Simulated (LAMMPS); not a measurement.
Simulation of Si (diamond structure), 216 atoms, at 100 K and 0 GPa, heated as the crystal.

Method: MD with a machine-learned potential, pair style snap, file Si_Zuo_JPCA2020.snap; code LAMMPS.

Starting crystal:

Space group Fd-3m, origin choice 1 (No. 227); a = 5.431 Å, b = 5.431 Å, c = 5.431 Å, α = 90.00°, β = 90.00°, γ = 90.00°

| atom | site | symmetry | x | y | z |
|---|---|---|---|---|---|
| Si | 8b | -43m | 0.5000 | 0.5000 | 0.5000 |

Task: Estimate the density, the first peak of g(r) for this model.

Result: density: 2.2730 ± 0.0001 g/cm³; first peak of g(r): 2.37 Å, height 12.9.
